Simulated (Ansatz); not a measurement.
Band structure of SrMg2 (Fd-3m, 6 atoms in the cell).

```xyz
6
Lattice="0.0000 4.5448 4.5448 4.5448 0.0000 4.5448 4.5448 4.5448 0.0000" Properties=species:S:1:pos:R:3 pbc="T T T"
Sr     4.5448     4.5448     4.5448
Sr     6.8171     6.8171     6.8171
Mg     3.4086     3.4086     1.1362
Mg     3.4086     1.1362     3.4086
Mg     1.1362     1.1362     1.1362
Mg     1.1362     3.4086     3.4086
```

Method of the run: PBEsol, PAW files made with PBE (plane waves; Ansatz, an electronic-structure program).

Settings: basis.ecutwfc = 30.9 Ry; kpoints.mp_grid.grid = 4 4 4; hamiltonian.xc = pbesol; hamiltonian.pseudopotentials = {kind: paw} (the program's default PAW files); scf.occupations.method = gaussian; scf.occupations.width = 0.0037 Ry; kpoints.band_path.npoints = 8.

The starting cell comes from a database of computed structures (which also holds hypothetical and non-ambient phases and stackings), without a prior relaxation at this level.

Levels in eV from the Fermi level, bands 27 to 34:
```
point     27     28     29     30     31     32     33     34
-----  -----  -----  -----  -----  -----  -----  -----  -----
Γ      -0.58  -0.58  -0.58  -0.55  -0.55  -0.55  -0.17  -0.17
X      -1.63  -1.63  -1.60  -1.60   1.39   1.39   1.75   1.75
W      -2.48  -2.48  -0.10  -0.10   0.26   0.26   1.63   1.63
K      -2.72  -1.59  -1.31  -0.05   0.68   0.94   1.06   1.72
L      -1.43  -1.43  -1.19  -0.09  -0.09   0.55   1.04   1.04
U      -2.72  -1.59  -1.31  -0.05   0.68   0.94   1.06   1.72
```

Bands cross the Fermi level along this path, so the cell is metallic at this level.

Keys are those of Ansatz 0.2.
